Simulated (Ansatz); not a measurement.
The parent structure is VSi2 (space group P6_222, No. 180; a = 4.566 Å, c = 6.366 Å). Axes: x lies along a and z along c of the hexagonal cell.

The values are results of Ansatz (a program for electronic structure) PBE, no spin-orbit coupling, not measurements.

Before the change:

- Volume per atom: 12.77 Å³
- Pressure: 0.0 GPa

Perturbation: compressive biaxial strain of 1.95 % in the plane normal to [001], as in epitaxy on a mismatched substrate; the out-of-plane cell vector and the atoms relax.

Q: Estimate the effect on the volume per atom and pressure.

A: The volume per atom falls by 0.40 Å³ to 12.37 Å³; the pressure (mean of the normal stresses, compression positive) goes from zero to 5.7 GPa.

Without a gap, meshes like the base's 12×12×8 leave anisotropic stresses uncertain by several tenths of a GPa, and small strain energies with them. Whether these cells are dynamically stable was not tested. Seeded moments were not kept for the base. All final runs are without spin polarisation. An odd electron count without spin: VSi2.
